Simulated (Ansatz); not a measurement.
# C on the 1x1 (111) surface of fcc Cu, one in a 2x2 cell, started at the site 'hollow Cu-Cu-Cu over Cu at depth 4.1 Å'

Level of theory: PBE (plane waves to 420 eV, PAW; Ansatz, a program for electronic structure).

Slab: 17 atoms, 6.2 Å thick at the start under the adsorbate (thin: gaps and levels are the slab's own); k 6x6x1, smearing 0.1 eV, dipole-corrected; 8 atoms held, the rest relaxed; held to the start's symmetry, so lower structures may exist; spin-polarised, no spin-orbit, no U, no dispersion correction. The starting moment vanished. At the end it is bonded to 3 Cu. In PBE it is, or lies within 0.03 eV of, the lowest of the starts that converged.

The adsorption energy against an atom of graphite is 2.99 eV and the work function of the top face is 5.63 eV. The change of the work function comes out as 0.86 eV and the change of the step from the bottom to the top vacuum level, against the clean slab is 0.82 eV. The energy released by relaxation is 1.01 eV and the height of the binding atom over the mean of the host atoms within 0.3 Å of the top one is 1.026 Å. The magnetic moment of the cell comes out as 0.00 μB and the nearest host atoms of the binding atom is Cu at 1.84 Å, Cu at 1.84 Å, Cu at 1.84 Å. The largest move of a host atom is 0.06 Å and the cost comes out as roughly 30 core-minutes.

A negative adsorption energy means that the adsorbate is more stable on the surface than in its reference.
